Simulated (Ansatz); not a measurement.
System: N-vacancy pair (N on one host O site, one O site vacant) in polar orthorhombic HfO2 (charge state +1). All values below come from PBE, PAW (plane waves to 420 eV; Ansatz, a program for electronic structure).

Cell of 96 host sites held at the relaxed PBE lattice; the Γ point alone; Fermi-Dirac width 0.01 eV, spin-restricted; finite-size errors left in. Energies are static. Spin-orbit coupling is left out. The host's phase is taken as given; its stability against other phases was not computed. The charge state is imposed; whether it is stable for some Fermi level was not computed. Forms of the defect that were not tried may lie lower. The start lies 0.53 eV above the lowest site run (PBE).

Barriers: single points on a 2×2×2 k-point mesh shifted by half a step at the bands' geometries.

Relaxed starting cell (atoms counted from 1):

```yaml
crystal:
  lattice:
    - [10.58774, 0.00000, 0.00000]
    - [0.00000, 10.13816, 0.00000]
    - [0.00000, 0.00000, 10.20243]
  atoms:
    - { symbol: Hf, position: [0.25503, 0.38887, 0.14550] }
    - { symbol: Hf, position: [0.26533, 0.37063, 0.62873] }
    - { symbol: Hf, position: [0.26519, 0.86697, 0.12831] }
    - { symbol: Hf, position: [0.26677, 0.86777, 0.62867] }
    - { symbol: Hf, position: [0.76737, 0.36647, 0.13110] }
    - { symbol: Hf, position: [0.76575, 0.36781, 0.63049] }
    - { symbol: Hf, position: [0.76552, 0.86318, 0.13189] }
    - { symbol: Hf, position: [0.76564, 0.86792, 0.63039] }
    - { symbol: Hf, position: [0.48453, 0.36337, 0.37836] }
    - { symbol: Hf, position: [0.48663, 0.37890, 0.87926] }
    - { symbol: Hf, position: [0.48267, 0.86126, 0.37887] }
    - { symbol: Hf, position: [0.48488, 0.86548, 0.87908] }
    - { symbol: Hf, position: [0.98402, 0.36726, 0.37860] }
    - { symbol: Hf, position: [0.98453, 0.36798, 0.87962] }
    - { symbol: Hf, position: [0.98218, 0.86761, 0.37992] }
    - { symbol: Hf, position: [0.98146, 0.86626, 0.88028] }
    - { symbol: Hf, position: [0.23340, 0.13136, 0.37910] }
    - { symbol: Hf, position: [0.22218, 0.12501, 0.87217] }
    - { symbol: Hf, position: [0.23074, 0.63829, 0.38059] }
    - { symbol: Hf, position: [0.23496, 0.63555, 0.87702] }
    - { symbol: Hf, position: [0.73665, 0.13208, 0.38415] }
    - { symbol: Hf, position: [0.73196, 0.13307, 0.87984] }
    - { symbol: Hf, position: [0.73328, 0.63293, 0.37999] }
    - { symbol: Hf, position: [0.73412, 0.63476, 0.87831] }
    - { symbol: Hf, position: [0.01771, 0.13398, 0.13007] }
    - { symbol: Hf, position: [0.01389, 0.13682, 0.62570] }
    - { symbol: Hf, position: [0.01392, 0.63712, 0.12748] }
    - { symbol: Hf, position: [0.01479, 0.63314, 0.63029] }
    - { symbol: Hf, position: [0.52604, 0.12342, 0.14113] }
    - { symbol: Hf, position: [0.51562, 0.13222, 0.63428] }
    - { symbol: Hf, position: [0.51114, 0.61967, 0.12622] }
    - { symbol: Hf, position: [0.51583, 0.63293, 0.62714] }
    - { symbol: N, position: [0.42185, 0.44783, 0.05648] }
    - { symbol: O, position: [0.43490, 0.46354, 0.55790] }
    - { symbol: O, position: [0.42842, 0.97821, 0.05044] }
    - { symbol: O, position: [0.43294, 0.96613, 0.55687] }
    - { symbol: O, position: [0.93374, 0.46564, 0.05810] }
    - { symbol: O, position: [0.93264, 0.46739, 0.55570] }
    - { symbol: O, position: [0.93474, 0.96606, 0.05927] }
    - { symbol: O, position: [0.93109, 0.96823, 0.55616] }
    - { symbol: O, position: [0.31487, 0.46572, 0.32051] }
    - { symbol: O, position: [0.31837, 0.47150, 0.79872] }
    - { symbol: O, position: [0.31930, 0.96511, 0.30590] }
    - { symbol: O, position: [0.31646, 0.96399, 0.80508] }
    - { symbol: O, position: [0.81782, 0.46672, 0.30534] }
    - { symbol: O, position: [0.81879, 0.46708, 0.80696] }
    - { symbol: O, position: [0.81663, 0.96494, 0.30872] }
    - { symbol: O, position: [0.81779, 0.96643, 0.80863] }
    - { symbol: O, position: [0.06850, 0.03188, 0.30571] }
    - { symbol: O, position: [0.06620, 0.03306, 0.80420] }
    - { symbol: O, position: [0.07176, 0.52961, 0.29974] }
    - { symbol: O, position: [0.06782, 0.53439, 0.80807] }
    - { symbol: O, position: [0.57095, 0.02965, 0.31227] }
    - { symbol: O, position: [0.56931, 0.03074, 0.80622] }
    - { symbol: O, position: [0.56644, 0.53007, 0.30717] }
    - { symbol: O, position: [0.57024, 0.53695, 0.80350] }
    - { symbol: O, position: [0.18602, 0.03890, 0.05499] }
    - { symbol: O, position: [0.18119, 0.03347, 0.55689] }
    - { symbol: O, position: [0.17899, 0.54492, 0.05611] }
    - { symbol: O, position: [0.18080, 0.53398, 0.55670] }
    - { symbol: O, position: [0.68577, 0.02882, 0.05894] }
    - { symbol: O, position: [0.68179, 0.03559, 0.56138] }
    - { symbol: O, position: [0.67992, 0.52676, 0.05220] }
    - { symbol: O, position: [0.68278, 0.53363, 0.55657] }
    - { symbol: O, position: [0.13228, 0.26536, 0.25750] }
    - { symbol: O, position: [0.13310, 0.26852, 0.75134] }
    - { symbol: O, position: [0.13325, 0.77032, 0.25351] }
    - { symbol: O, position: [0.13534, 0.76918, 0.75345] }
    - { symbol: O, position: [0.63866, 0.26559, 0.25679] }
    - { symbol: O, position: [0.63691, 0.26842, 0.75395] }
    - { symbol: O, position: [0.63396, 0.76548, 0.25448] }
    - { symbol: O, position: [0.63612, 0.76908, 0.75384] }
    - { symbol: O, position: [0.12722, 0.27210, 0.00345] }
    - { symbol: O, position: [0.11406, 0.26896, 0.50308] }
    - { symbol: O, position: [0.11399, 0.77451, 0.00382] }
    - { symbol: O, position: [0.11325, 0.76766, 0.50369] }
    - { symbol: O, position: [0.60274, 0.25566, 0.00282] }
    - { symbol: O, position: [0.61324, 0.26719, 0.50492] }
    - { symbol: O, position: [0.61207, 0.76396, 0.00454] }
    - { symbol: O, position: [0.61396, 0.76836, 0.50424] }
    - { symbol: O, position: [0.36434, 0.22951, 0.50777] }
    - { symbol: O, position: [0.36331, 0.73553, 0.00371] }
    - { symbol: O, position: [0.36435, 0.73093, 0.50351] }
    - { symbol: O, position: [0.86486, 0.23214, 0.00513] }
    - { symbol: O, position: [0.86469, 0.23293, 0.50559] }
    - { symbol: O, position: [0.86398, 0.73079, 0.00515] }
    - { symbol: O, position: [0.86328, 0.73212, 0.50554] }
    - { symbol: O, position: [0.38168, 0.22923, 0.24149] }
    - { symbol: O, position: [0.38298, 0.22734, 0.78045] }
    - { symbol: O, position: [0.38272, 0.72771, 0.25232] }
    - { symbol: O, position: [0.38704, 0.73191, 0.75316] }
    - { symbol: O, position: [0.88639, 0.23010, 0.25578] }
    - { symbol: O, position: [0.88589, 0.23147, 0.75537] }
    - { symbol: O, position: [0.88491, 0.73023, 0.25627] }
    - { symbol: O, position: [0.88497, 0.73140, 0.75560] }
```
Cell charge +1.

End state 1 differs by these moves (Å; atoms that move under 0.08 Å are left out):

```csv
atom,element,Δx,Δy,Δz
1,Hf,-0.05,-0.30,-0.10
7,Hf,0.05,0.09,-0.05
10,Hf,0.00,-0.24,-0.17
11,Hf,0.01,0.13,0.06
18,Hf,0.17,0.14,0.15
21,Hf,-0.06,0.03,-0.09
26,Hf,0.03,-0.06,0.07
29,Hf,-0.16,0.21,-0.17
30,Hf,0.03,0.00,-0.11
31,Hf,0.16,0.35,0.14
33,N,-0.54,-1.87,-0.51
34,O,-0.04,0.04,-0.05
35,O,0.04,-0.09,0.06
41,O,0.13,0.10,-0.34
44,O,0.00,0.04,0.08
53,O,-0.07,0.09,-0.04
57,O,-0.01,-0.01,0.09
59,O,0.11,-0.15,-0.04
61,O,-0.03,0.10,-0.01
62,O,0.00,-0.03,-0.08
63,O,-0.18,0.03,0.04
66,O,0.05,0.01,0.08
69,O,-0.09,0.08,-0.08
71,O,0.04,0.08,0.00
73,O,-0.21,-0.06,0.05
77,O,0.17,0.18,-0.06
79,O,0.09,0.13,0.01
82,O,0.10,-0.15,0.06
88,O,-0.03,0.00,0.17
89,O,0.03,-0.01,-0.33
90,O,0.06,0.12,0.07
```

**Question.** What forward and backward barriers to end state 1 does PBE, PAW give?

**Answer.** forward 0.55 eV, backward 1.07 eV; at the saddle point atom 33 has neighbours Hf at 2.00, Hf at 2.01; O at 2.56 Å. The saddle point's order was not checked.
